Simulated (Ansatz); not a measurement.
Start from Ag in the fcc (Cu type) structure (space group Fm-3m, No. 225; a = 4.104 Å; relaxed with 0.1 eV smearing).

Calculations: DFT with r2SCAN, PAW potentials and a 500 eV plane-wave cutoff in Ansatz (a program for electronic structure), spin-orbit coupling left out.

Strains are applied to the cell and any free atomic positions relax.

One change was made to it. Results:

The energy grows by 18 meV/atom; the pressure goes from zero to -5.2 GPa.

Q: Name the change that was made.
(A) isotropic strain +2.50 %
(B) isotropic strain +1.50 %
(C) isotropic strain +2.00 %
(D) isotropic strain +1.00 %

A: C, isotropic strain +2.00 %. For comparison, the energy relative to the base in the other runs: isotropic strain +2.50 % gives +28 meV/atom; isotropic strain +1.50 % gives +10 meV/atom; isotropic strain +1.00 % gives +4.8 meV/atom.

No phonon test of stability was made.
